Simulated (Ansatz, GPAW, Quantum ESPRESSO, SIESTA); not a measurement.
## Lu (P6_3/mmc, 4 atoms in the cell) computed with different codes at matched settings

Self-consistent single point.

```
CELL_PARAMETERS angstrom
      3.42453     0.00000     0.00000
     -1.71227     2.96573     0.00000
      0.00000     0.00000    11.01846
ATOMIC_POSITIONS crystal
  Lu 0.00000 0.00000 0.00000
  Lu 0.00000 0.00000 0.50000
  Lu 0.33333 0.66667 0.25000
  Lu 0.66667 0.33333 0.75000
```

All programs got the same cell, k-point mesh and kind of occupations (in Ansatz's words: kpoints.mp_grid.grid = 8 8 2; scf.occupations.method = gaussian; scf.occupations.width = 0.1 eV); potentials, basis and cutoffs are each program's usual ones.

```
code                                                                                                                                model  pressure (GPa)  k-points       cutoff
----------------  -----------------------------------------------------------------------------------------------------------------------  --------------  --------  -----------
SIESTA            GGA PBE, numerical atomic orbitals DZP, PseudoDojo PBE standard norm-conserving potentials (rewritten from UPF to PSML)            2.27        77  grid 350 Ry
Ansatz                                                                                                             PBE, default PAW files            1.32        20      default
Quantum ESPRESSO                                                                                PBE, PSlibrary PAW (PBE) pseudopotentials            1.66        20        50 Ry
GPAW                                                                                         PBE, GPAW PAW datasets PBE (gpaw-data 1.0.1)            1.45        20       800 eV
```

The spread over the programs that give each value: pressure within 0.95 GPa.

The starting cell was generated: these elements placed on a structure prototype, without a prior relaxation; it need not be a known phase or ordering of this composition. Its lattice was rescaled by a random factor within 2.5 % of one. On Ansatz's run: Spin-orbit coupling is off.

Task: Why do the programs differ, and what cannot be compared?

Result: Differences of this kind can come from the potentials, where these differ, and from what each basis and cutoff leave unconverged. The valence holds different numbers of electrons (SIESTA 100, Ansatz (a program for electronic structure) 100, Quantum ESPRESSO 44, GPAW 100). The zero of total energies and Fermi levels follows the potentials and each program's conventions, so they are not compared here. SIESTA uses small atom-centred bases, whose incompleteness enters pressures, forces and empty levels differently from a plane-wave cutoff. Ansatz's pressure is given at a fixed set of plane waves, as the other plane-wave codes print theirs; with its correction for the finite basis it is 1.36 GPa. The programs reduce the same mesh by symmetry to different extents, which changes the work and not the result.

Left out of this page: ABINIT (stopped by limits of time or memory); Elk and FLEUR (not drawn, or without a comparable value).

Keys are those of Ansatz 0.2.
